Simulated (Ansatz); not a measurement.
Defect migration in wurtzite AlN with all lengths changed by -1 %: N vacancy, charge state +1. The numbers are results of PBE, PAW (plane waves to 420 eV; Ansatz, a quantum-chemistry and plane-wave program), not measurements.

72-site cell at the strained lattice (strain from the relaxed PBE one, atoms relaxed), a 2×2×2 k-point mesh shifted by half a step along c, smearing 0.01 eV, spin-restricted, no finite-size correction. No zero-point or tunnelling terms. The charge state is imposed; whether it is stable for some Fermi level was not computed. Forms of the defect that were not tried may lie lower.

A. one N atom jumps into the vacancy from a nearby N site; the atom moves 3.08 Å along (-0.99, -0.99, 0.00) of the unit cell; the moving atom starts with neighbours Al at 1.87, Al at 1.89, 2 Al at 1.90 Å and ends with Al at 1.87, Al at 1.88, 2 Al at 1.90 Å; saddle order not checked, on a symmetry element.
B. one N atom jumps into the vacancy from a nearby N site; the atom moves 4.36 Å along (-0.67, -1.33, -0.50) of the unit cell; the moving atom starts with neighbours 3 Al at 1.88, Al at 1.89 Å and ends with 3 Al at 1.88, Al at 1.90 Å; saddle order not checked, on a symmetry element.
C. one N atom jumps into the vacancy from a nearby N site; the atom moves 3.02 Å along (0.33, -0.33, -0.49) of the unit cell; the moving atom starts with neighbours 2 Al at 1.88, 2 Al at 1.90 Å and ends with Al at 1.86, 2 Al at 1.89, Al at 1.92 Å; saddle order not checked, on a symmetry element.

A band can be held on a symmetry element, so unchecked saddle points there may be too high.

Problem. Order them by forward barrier (lowest first) at the level PBE, PAW.

Solution. A (4.38 eV), C (4.56 eV), B (8.82 eV)
